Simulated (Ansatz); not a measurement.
Consider GaSb in the zinc blende structure (space group F-43m, No. 216; a = 6.1324 Å).

All numbers come from Ansatz (a quantum-chemistry and plane-wave program) r2SCAN, no spin-orbit coupling.

Strains are applied to the cell and any free atomic positions relax.

One change was made to it. Results:

| quantity | base | after |
|---|---|---|
| energy relative to the base (free energy F) | 0 meV/atom | +16 meV/atom |
| band gap | 0.41 eV | zero |
| pressure | 0.0 GPa | -2.7 GPa |

Problem. Name the change that was made.
A. isotropic strain +2.50 %
B. isotropic strain +1.00 %
C. isotropic strain +0.50 %
D. isotropic strain +2.00 %
E. isotropic strain +3.00 %

Solution. D, isotropic strain +2.00 %. For comparison, the energy relative to the base in the other runs: isotropic strain +2.50 % gives +24 meV/atom; isotropic strain +1.00 % gives +4.1 meV/atom; isotropic strain +0.50 % gives +1.0 meV/atom; isotropic strain +3.00 % gives +35 meV/atom.

Spin-orbit coupling, missing from the scalar runs, can matter with Sb. Stability against distortions was not tested. All final runs are without spin polarisation. The zero or small gap of GaSb under isotropic strain +2.00 %, GaSb under isotropic strain +2.50 %, GaSb under isotropic strain +1.00 % and GaSb under isotropic strain +0.50 % can change with the level of theory.
